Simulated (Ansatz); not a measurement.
**What Pb → C does to PbSe**

Consider PbSe in the rock salt structure (space group Fm-3m, No. 225; a = 6.178 Å).

Perturbation: full substitution Pb → C; the structure is relaxed again.

Calculations: r2SCAN, PAW, 500 eV (Ansatz, a program for electronic structure; no SOC). Γ-centred 17×17×17 mesh, Fermi–Dirac width 0.05 eV, for the changed cell.

The volume per atom shrinks by 17.401 Å³ (29.48 Å³ → 12.07 Å³) and the lattice parameter a decreases by 1.590 Å to 4.588 Å. The space group stays Fm-3m (No. 225) and the band gap changes from 0.67 eV to zero.

Cost of the whole job for the changed cell (relaxation, final SCF and bands): very roughly 40 core-seconds.

With Pb present, leaving out spin-orbit coupling can change the band edges. Whether these cells are dynamically stable was not tested. As relaxed here, CSe is a hypothetical phase, not in the database extracts checked. The final runs are not spin-polarised.
